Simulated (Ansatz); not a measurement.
**Point defect O on the N site (broken-bond start) in metastable zinc-blende AlN**

All values below come from PBE, PAW (plane waves to 420 eV; Ansatz, a quantum-chemistry and plane-wave program). Cell: 64 sites, 2×2×2; final energies on a 2×2×2 shifted mesh. Sites at the start: the N site; started 0.95 Å off site, one bond broken. Charged cells carry a point-charge image correction with potential alignment at far atoms. Dielectric constants: PBE linear response of the host. Host gap at this level: 3.31 eV. Finite-size and sampling errors can reach tenths of an eV here. Levels are measured in PBE's own, too narrow, gap. Spin–orbit coupling is left out. Each state is the lowest found from its start.

Formation energies E_f are given with the Fermi level at the valence-band maximum. Chemical conditions: Al-rich (Δμ(N) = -2.69 eV, Δμ(O) = -4.96 eV, bounded by corundum; only phases computed here count, gases as isolated molecules at 0 K); N-rich (Δμ(N) = 0.00 eV, Δμ(O) = -3.17 eV, bounded by corundum; only phases computed here count, gases as isolated molecules at 0 K). Reference phases: N: N2 molecule in a box, O: O2 molecule in a box.

```tsv
charge	moment (μB)	largest move off a lattice site (Å)	image correction with alignment (eV)	E_f, Al-rich (eV)	E_f, N-rich (eV)
+1	not spin-polarised	0.07	0.25	-1.98	-1.08
0*	1.0	0.08	–	–	–
−1*	not spin-polarised	0.10	–	–	–
```

* At this level the carrier isn't localised at the defect: at charge 0 electrons occupy the conduction band; at charge −1 electrons occupy the conduction band. Such a state is shallow or no state of the defect, and this cell gives it no level.

No other site or start that was run ended lower by more than 0.1 eV.

Flagged in the runs: a doubtful potential alignment, a strain field that reaches the edge of the cell.
